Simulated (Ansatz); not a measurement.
# Convergence study of the k-point mesh at a smearing width of 0.02 eV for Cu3Pd (P4mm, 4 atoms in the cell)

```xyz
4
Lattice="3.6829 0.0000 0.0000 0.0000 3.6829 0.0000 0.0000 0.0000 3.6829" Properties=species:S:1:pos:R:3 pbc="T T T"
Cu     0.0500     1.8415     1.8415
Cu     1.8415     0.0000     1.8415
Cu     1.8415     1.8415     0.0000
Pd     0.0000     0.0000     0.0000
```

Method of the run: LDA (PW92), default PAW files made with PBE (plane waves; Ansatz, a quantum-chemistry and plane-wave program).

Base settings: basis.ecutwfc = 30.9 Ry; kpoints.mp_grid.grid = 9 9 9; hamiltonian.xc = lda; hamiltonian.pseudopotentials = {kind: paw} (the program's default PAW files); scf.occupations.method = fermi_dirac; scf.occupations.width = 0.0073 Ry.

In this ladder: scf.occupations.width = 0.0015 Ry.

Only quantities that move along the ladder and can be compared are tabulated.

The count of work is k-points × plane waves × bands × iterations; it is no time. 

The starting cell comes from a database of computed structures (which also holds hypothetical and non-ambient phases and stackings), without a prior relaxation at this level. Its lattice was rescaled by up to half a per cent. One atom was moved a little off its site on purpose. Spin polarisation is off. In the base run, with a pressure of about -10 GPa the cell is away from its equilibrium volume at this level. Ansatz's pressure includes its estimate of the finite-basis (Pulay) stress.

```csv
kpoints.mp_grid.grid,free energy less the last step's (meV/atom),pressure (GPa),largest difference of a force vector from the last step's (eV/Å),count of work / last
3 3 3,14.92,-9.46,0.004,0.0072
4 4 4,-4.08,-10.67,0.020,0.025
5 5 5,-5.34,-9.63,0.003,0.022
6 6 6,-2.80,-10.16,0.003,0.048
7 7 7,0.18,-9.75,0.002,0.048
8 8 8,-0.69,-9.97,0.002,0.090
10 10 10,-1.70,-9.99,0.001,0.17
12 12 12,-0.97,-9.97,0.001,0.27
14 14 14,-0.54,-9.91,0.000,0.35
17 17 17,0.27,-9.86,0.001,0.56
21 21 21,0.00,-9.91,0.000,1.0
```

Coarsest kpoints.mp_grid.grid that holds the free energy within 2 meV/atom of the last step, with all finer ones: 7 7 7, at 0.048 of the last step's count of work; the step before is off by 2.8 meV/atom.

Coarsest kpoints.mp_grid.grid that holds the pressure within 0.5 GPa of the last step, with all finer ones: 5 5 5, at 0.022 of the last step's count of work; the step before is off by 0.75 GPa.

Coarsest kpoints.mp_grid.grid that holds the forces within 0.005 eV/Å of the last step, with all finer ones: 5 5 5, at 0.022 of the last step's count of work; the step before is off by 0.020 eV/Å.

Keys are those of Ansatz 0.2.
